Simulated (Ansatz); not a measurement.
An Ansatz (an electronic-structure program) run: BN with a change (uniaxial strain ε_xx = +1.20 %); PBEsol, PAW, 420 eV (Ansatz; no spin-orbit coupling).

Input:

Ansatz 0.2 input:
```yaml
crystal:
  lattice:
    - [2.5714955631, 0, 0]
    - [-1.2857477815, 2.2005736002, 0]
    - [0, 0, 4.2033032352]
  atoms:
    - { symbol: B, position: [0.3333333333, 0.6666666667, 0.0002668667] }
    - { symbol: B, position: [0.6666666667, 0.3333333333, 0.5002668667] }
    - { symbol: N, position: [0.3333333333, 0.6666666667, 0.3747331333] }
    - { symbol: N, position: [0.6666666667, 0.3333333333, 0.8747331333] }
basis: { ecutwfc: 420, ecutrho_ratio: 4, xc_grid: 2, fft_grid_basis: typed }
kpoints: { mp_grid: { grid: [15, 15, 8] } }
hamiltonian:
  xc: pbesol
  dispersion: none
  pseudopotentials: { kind: paw }
scf: { occupations: { method: fermi_dirac, width: 0.05 }, convergence: { dr2_threshold: 0.0000000004 } }
relax: { f_tol: 0.005, max_steps: 50 }
output: { forces: true, stress: true }
checkpoint: { write: state.ck, write_every: 1000 }
```

Output (explanatory and most iteration lines left out):

```
Relaxation: its limit of steps is 50 (relax.max_steps)
Pseudopotential: B, paw, valence charge 3
Pseudopotential: N, paw, valence charge 5
Crystal: 4 atoms, lattice volume = 23.786 Å³
Basis set: ecut = 420 eV, 465 PW (Γ), exchange–correlation on 36×36×60 points (8 copies of the dense FFT grid, shifted against one another)
Bands: 12, of which v1, the nominal top of the filled ones, is band 8 counted from 1 (7 counted from 0)
Symmetry: 4 space group operations
Space group: Cmc21 (ITA 36), of the structure as read, at distance tolerance 2.9e-5 Å
k-points: 320 of 1800 (time reversal used)
Functional: x = pbesol(κ = 0.804, μ = 0.12345679012345678), c = pbesol(β = 0.046)
SCF iter   1: F=—  HF=-1067.603214 eV  |F-HF|=—  |Δ(HF+E_count)|=         —  Δρ=1.14e-2  dr2=2.38e-2  ethr=1.77e-3  ⟨swp⟩=5.2  Hψ=20288  notcnv=0
SCF iter   2: F=—  HF=-1067.595906 eV  |F-HF|=—  |Δ(HF+E_count)|=   7.31e-3  Δρ=3.20e-3  dr2=1.80e-3  ethr=1.49e-4  ⟨swp⟩=2.9  Hψ=9940  notcnv=0
SCF 1 converged in 6 iterations: F = -1067.595379 eV  dr2 = 9.47e-11
relax step   1: F+E_penalty+E_count = -1067.59537900 eV  Δ(F+E_penalty+E_count) = +0.000e0 eV  max|allowed force component| = 5.552e-2 eV/Å  Δτ_max = 0.0000 Å  (6 SCF iters, accepted)
Crystal: 4 atoms, lattice volume = 23.786 Å³
SCF iter   1: F=—  HF=-1067.595471 eV  |F-HF|=—  |Δ(HF+E_count)|=         —  Δρ=3.67e-4  dr2=1.68e-5  ethr=1.04e-7  ⟨swp⟩=1.0  Hψ=15377  notcnv=0
SCF iter   2: F=—  HF=-1067.595470 eV  |F-HF|=—  |Δ(HF+E_count)|=   1.06e-6  Δρ=1.59e-4  dr2=2.29e-6  ethr=1.04e-7  ⟨swp⟩=2.0  Hψ=5916  notcnv=0
SCF 2 converged in 5 iterations: F = -1067.595469 eV  dr2 = 6.03e-11
relax step   2: F+E_penalty+E_count = -1067.59546881 eV  Δ(F+E_penalty+E_count) = -8.981e-5 eV  max|allowed force component| = 3.040e-2 eV/Å  Δτ_max = 0.0014 Å  (5 SCF iters, accepted)
Crystal: 4 atoms, lattice volume = 23.786 Å³
SCF iter   1: F=—  HF=-1067.595514 eV  |F-HF|=—  |Δ(HF+E_count)|=         —  Δρ=3.15e-4  dr2=1.58e-5  ethr=4.65e-7  ⟨swp⟩=2.0  Hψ=11527  notcnv=0
SCF iter   2: F=—  HF=-1067.595513 eV  |F-HF|=—  |Δ(HF+E_count)|=   1.32e-6  Δρ=1.20e-4  dr2=1.65e-6  ethr=9.89e-8  ⟨swp⟩=2.0  Hψ=8235  notcnv=0
SCF 3 converged in 4 iterations: F = -1067.595512 eV  dr2 = 5.85e-11
relax step   3: F+E_penalty+E_count = -1067.59551240 eV  Δ(F+E_penalty+E_count) = -4.359e-5 eV  max|allowed force component| = 7.499e-4 eV/Å  Δτ_max = 0.0010 Å  (4 SCF iters, accepted)
SCF converged after 4 iterations
Free energy (F): -1067.595512 eV
Internal energy: -1067.595512 eV  (E = F + TS)
E sigma→0 (E₀):  -1067.595512 eV
Fermi energy:    13.705776 eV
--- Forces (eV/Å), atoms counted from 1 ---
  atom   1  B     -0.00000000    -0.00074989    -0.00063216
  atom   2  B      0.00000000     0.00074989    -0.00063216
  atom   3  N     -0.00000000    -0.00030561     0.00063315
  atom   4  N      0.00000000     0.00030561     0.00063315
--- Stress (GPa, compression-positive) ---
      -10.953720       0.000000       0.000000
        0.000000      -1.627724       0.000000
        0.000000       0.000000      -0.735710
  P = ⅓ Tr σ = -4.4391 GPa (-44.391 kbar)
--- Relaxed structure (3 steps of the walk, 3 accepted, 0 SCFs on fresh bases) ---
  atoms:
    - { symbol: B, position: [0.3334139673163402, 0.6668279346326805, 0.0001892807444207024] }
    - { symbol: B, position: [0.6665860326836595, 0.33317206536731925, 0.5001892807444205] }
    - { symbol: N, position: [0.3327907985951184, 0.6655815971902368, 0.3748107192555792] }
    - { symbol: N, position: [0.6672092014048815, 0.334418402809763, 0.8748107192555793] }
```

Whether these cells are dynamically stable was not tested. The cell was made from BN in the wurtzite structure (space group P6_3mc, No. 186) by this change: uniaxial strain ε_xx = +1.20 %.
